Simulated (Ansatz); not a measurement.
```xyz
2
Lattice="0.0000 3.0115 3.0115 3.0115 0.0000 3.0115 3.0115 3.0115 0.0000" Properties=species:S:1:pos:R:3 pbc="T T T"
I      4.5173     4.5173     4.5173
Cu     0.0000     0.0000     0.0000
```

No spin polarisation.

Electron doping at 1.5×10^21 cm⁻³ (0.0819 per cell), with a uniform compensating background at fixed cell and a 300 K Fermi–Dirac width.

All numbers come from plane-wave PAW DFT at the r2SCAN level (Ansatz, an electronic-structure program, 500 eV), spin-orbit coupling left out. Γ-centred 22×22×22 mesh, Fermi–Dirac width 0.0259 eV.

Question: What gap character does the calculation give?

Answer: Direct at Γ.

Question: What is the computed gap between the host's bands?

Answer: 1.63 eV.

Question: Predict the Fermi level relative to the doped band's edge (positive inside the band; to 0.05 eV).

Answer: +1.05 eV.

Charged cell with a jellium background: band edges are those of the host's band count, energies are not comparable with the neutral cell, and many-body gap narrowing is missing. Spin-orbit coupling, missing from the scalar runs, can matter with I. No phonon test of stability was made. All final runs are without spin polarisation. The cell was made from CuI in the zinc blende structure (space group F-43m, No. 216) by this change: electrons 1.5×10^21 cm⁻³.
